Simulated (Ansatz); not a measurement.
## ZrGe2: biaxial strain −2.68 %, plane normal [001], relaxed out of plane

Base system: ZrGe$_{2}$ (space group Cmcm, No. 63; a = 3.7953 Å, b = 14.9168 Å, c = 3.7641 Å). Axes: x, y, z lie along a, b, c of the conventional cell.

It is then changed as follows: compressive biaxial strain of 2.68 % in the plane normal to [001], as in epitaxy on a mismatched substrate; the out-of-plane cell vector and the atoms relax.

The values are results of PBEsol/PAW in Ansatz (a quantum-chemistry and plane-wave program), no spin-orbit coupling, not measurements. Γ-centred 13×13×12 mesh, Fermi–Dirac width 0.05 eV.

The space group is still Cmcm (No. 63) and the shortest interatomic distance increases by 0.021 bohr, from 4.890 bohr to 4.911 bohr. The pressure (mean of the normal stresses, compression positive) goes from zero to 4.1 GPa and the band gap stays zero. The out-of-plane strain is +1.98 % (rough) and the mean in-plane stress (compression positive) comes out as +6.2 GPa (rough).

Cost of the whole job for the changed cell (relaxation, final SCF and bands): very roughly 9 core-minutes.

Without a gap, meshes like the base's 13×13×12 leave anisotropic stresses uncertain by several tenths of a GPa, and small strain energies with them. Whether these cells are dynamically stable was not tested. All final runs are without spin polarisation.
